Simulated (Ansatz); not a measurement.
The starting structures come from a database of crystals and need not be the phases stable at ambient conditions.

The decay constant κ of evanescent states in the gap governs leakage through a thin film.

```
CELL_PARAMETERS angstrom
      4.81426     0.00000     0.00000
      0.00000    15.99538     0.00000
      2.40713     7.99769     2.40713
ATOMIC_POSITIONS crystal
  Sr 0.00000 0.32494 0.00000
  Sr 0.00000 0.67506 0.00000
  Sr 0.50000 0.00000 0.00000
  Sr 0.50000 0.50000 0.00000
  P  0.00000 0.13506 0.00000
  P  0.00000 0.86494 0.00000
  O  0.00000 0.50000 0.00000
```

Space group of this cell: I4/mmm. The cell is taken as given.

Transport runs along the normal of the first two printed cell vectors, the (100) plane of the conventional cell.

The gap is the functional's own. No spin-orbit coupling. Mid-gap values are interpolated on the energy grid.

Compute, with r2SCAN in Ansatz (an electronic-structure program), the band gap and the smallest decay constant κ at mid-gap.

Gap 1.56 eV on a 12×12×12 mesh; κ = 0.140 1/Å, at the zone centre.
